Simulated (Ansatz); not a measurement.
System: Zr2N (P4₂/mnm, No. 136, 6 atoms in the cell; start mp-1014265). Method: PBEsol (Ansatz, a program for electronic structure, PAW).

Settings: plane-wave cutoff 520 eV, 10×10×16 k mesh (along the axes of the cell as run), Fermi–Dirac smearing 0.05 eV, scalar-relativistic PAW data made under PBE.

Cell (relaxed at this level):

```
Zr2N
1.0
    5.36758     0.00000     0.00000
    0.00000     5.36758     0.00000
    0.00000     0.00000     3.27454
Zr N
4 2
Cartesian
  1.58957   1.58957   0.00000
  3.77801   3.77801   0.00000
  1.09422   4.27336   1.63727
  4.27336   1.09422   1.63727
  0.00000   0.00000   0.00000
  2.68379   2.68379   1.63727
```

Task: Give the computed bulk modulus B0.

Result: 
- bulk modulus B0 = 188 GPa

The run finds no gap.

Note: the bulk modulus is −V dP/dV from two relaxed cells at ±2 % in volume; the relaxation could not lower the start's symmetry, so the cell can be a saddle point above a distorted one.

The computed numbers hold no vibrational or temperature effects.

It cost around 4 core-minutes (rough) of CPU time.

A start named mp-… is a Materials Project structure, which need not be a measured phase.
